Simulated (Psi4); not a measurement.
Psi4 1.11, PBE/def2-tzvp: Si(CCH)2(H)2 (C#C[SiH2]C#C), 9 atoms. The geometry is a generated start, not checked to be a minimum at this level.

```json
{
 "task": "energy",
 "method": "pbe",
 "basis": "def2-tzvp",
 "memory": "3 GB",
 "maxiter": "100",
 "keys_of_the_molecule_block": "symmetry c1",
 "scf_type": "df (default)",
 "guess": "auto, which took SAD (default)",
 "scf_initial_accelerator": "adiis (default)",
 "e_convergence": "1e-06 (default)",
 "d_convergence": "1e-06 (default)",
 "dft_radial_points": "75 (default)",
 "dft_spherical_points": "302 (default)",
 "basis_functions": "185",
 "grid_points": "195263"
}
```

```xyz
9

Si     0.1834    -0.9278     0.2390
C     -1.4868    -0.1548     0.0463
C     -2.5952     0.3010    -0.0456
C      1.4634     0.3658    -0.0981
C      2.3026     1.1945    -0.3307
H      0.3359    -2.0034    -0.7489
H      0.3186    -1.4035     1.6214
H     -3.5596     0.7093    -0.1489
H      3.0376     1.9187    -0.5345
```

One run each on 2 threads. Values of diis_max_vecs tried: 3, 6, 10 (default), 20.

Task: Which value of diis_max_vecs needs the fewest SCF iterations, and what happens away from it?

Result: Fewest SCF iterations, within one of each other: 6 with 10, 10 (default) with 10, 20 with 10. The count rises to 19 at 3. All converge to one solution.

```csv
diis_max_vecs,SCF iterations,end
3,19,same solution
6,10,same solution
10 (default),10,same solution
20,10,same solution
```
